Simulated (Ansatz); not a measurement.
NH3 on the 1x1 (0001) surface of hcp Ti, one in a 2x2 cell, energies for each (29.9 Å²). Energies are against NH3(g), without zero-point or thermal terms; each row is named by its start.

The numbers are results of PBE (plane waves to 420 eV, PAW; Ansatz, an electronic-structure program), not measurements.

Set-up: 20 atoms, 6.8 Å thick at the start under the adsorbate (thin: gaps and levels are the slab's own); mesh 6x6x1; 0.1 eV smearing; dipole correction on; 8 atoms held, the rest relaxed; each run with such symmetry as its start has; no spin, no spin-orbit, no U, no dispersion correction.

A negative adsorption energy means that the adsorbate is more stable on the surface than in its reference. Heights count from the host atoms within 0.3 Å of the top one.

```csv
starting site,E_ads (eV),height (Å),nearest host atom (Å),bonded to,Δ work function (eV),lateral drift (Å)
top Ti,-0.86,2.22,Ti 2.22,Ti,-2.00,0.0
hollow Ti-Ti-Ti,-0.74,1.93,Ti 2.61,3 Ti,-1.46,0.0
hollow Ti-Ti-Ti over Ti at depth 2.2 Å,-0.68,2.01,Ti 2.63,3 Ti,-1.51,0.0
bridge Ti-Ti (span 2.9 Å),-0.73,2.05,Ti 2.42,2 Ti,-1.58,0.1
```
